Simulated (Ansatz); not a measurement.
Take GaAs in the zinc blende structure (space group F-43m, No. 216; a = 5.6590 Å) as the base.

Structures relaxed with PBEsol/PAW in Ansatz (a quantum-chemistry and plane-wave program), without spin-orbit coupling.

Base:

Simulated powder pattern, Co Kα, λ = 1.79026 Å (kinematic, ideal powder, no thermal factors, no anomalous dispersion; the 10 strongest lines at most, above 2 %, up to 2θ = 90°):

```
2θ (°)  I/Imax (%)    hkl
------  ----------  -----
31.80          100  (111)
53.15           72  (220)
63.28           43  (311)
78.50           12  (400)
87.18           18  (331)
```

After one change:

Simulated powder pattern, Co Kα, λ = 1.79026 Å (kinematic, ideal powder, no thermal factors, no anomalous dispersion; the 10 strongest lines at most, above 2 %, up to 2θ = 90°):

```json
[
 {"2θ (°)": "9.17", "I/Imax (%)": "3.0"},
 {"2θ (°)": "27.73", "I/Imax (%)": "2.7"},
 {"2θ (°)": "32.13", "I/Imax (%)": "100"},
 {"2θ (°)": "53.73", "I/Imax (%)": "71"},
 {"2θ (°)": "64.00", "I/Imax (%)": "42"},
 {"2θ (°)": "79.44", "I/Imax (%)": "7.7"},
 {"2θ (°)": "79.46", "I/Imax (%)": "3.7"},
 {"2θ (°)": "88.28", "I/Imax (%)": "18"}
]
```

Task: Which change produced these results?
A) x(P) = 0.25, 8 atoms, P-4m2
B) x(P) = 0.75, 8 atoms, Cm
C) x(P) = 0.75, 8 atoms, Amm2

Result: A, x(P) = 0.25, 8 atoms, P-4m2. Its volume per atom is 21.98 Å³ against 22.65 Å³, and its space group is P-4m2 (No. 115).

Each cell is one ordered arrangement of few atoms, which overstates ordering effects compared with a random alloy. Whether these cells are dynamically stable was not tested.
